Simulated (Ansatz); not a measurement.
# How the lattice parameter a of zinc-blende PbS (model structure) moves with the method

No measured value is used here.

```csv
level (code),value (Å)
LDA (Ansatz),6.476
PBE (Ansatz),6.647
PBEsol (Ansatz),6.546
r²SCAN (Ansatz),6.602
```

Density-functional levels without +SOC have no spin–orbit coupling. Ansatz's density-functional and Hartree–Fock values are scalar-relativistic unless marked +SOC, with PAW data made under PBE.

A model structure was made by putting elements into a prototype or built by hand; it is no filed structure, need not be a known phase, and can be a saddle point held by its symmetry.

Ansatz is a quantum-chemistry and plane-wave program.
